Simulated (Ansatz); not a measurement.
LaN (model structure, started from the zincblende type, F-43m, No. 216, 2 atoms in the cell)

Method: LDA (Ansatz, a program for electronic structure, PAW).

Numerical settings: plane-wave cutoff 520 eV, 10×10×10 k mesh, Fermi–Dirac smearing 0.01 eV, scalar-relativistic PAW data made under PBE.

Cell (relaxed with PBEsol):

```xyz
2
Lattice="0.0000 2.7732 2.7732 2.7732 0.0000 2.7732 2.7732 2.7732 0.0000" Properties=species:S:1:pos:R:3 pbc="T T T"
N      4.1598     4.1598     4.1598
La     0.0000     0.0000     0.0000
```

For LaN (model structure, started from the zincblende type, F-43m, No. 216, 2 atoms in the cell), the band gap comes out as 1.01 eV and the smallest direct gap on the k points sampled is 2.18 eV. The direct gap at Γ is 3.09 eV.

Note: the relaxation could raise the start's symmetry but not lower it, so the cell can be a saddle point; cell and atoms aren't relaxed at this level (pressure -2.1 GPa).

Spin–orbit coupling is not included.

Static lattice: no zero-point or thermal effects.

A model structure was made by putting elements into a prototype or built by hand; it is no filed structure, need not be a known phase, and can be a saddle point held by its symmetry.
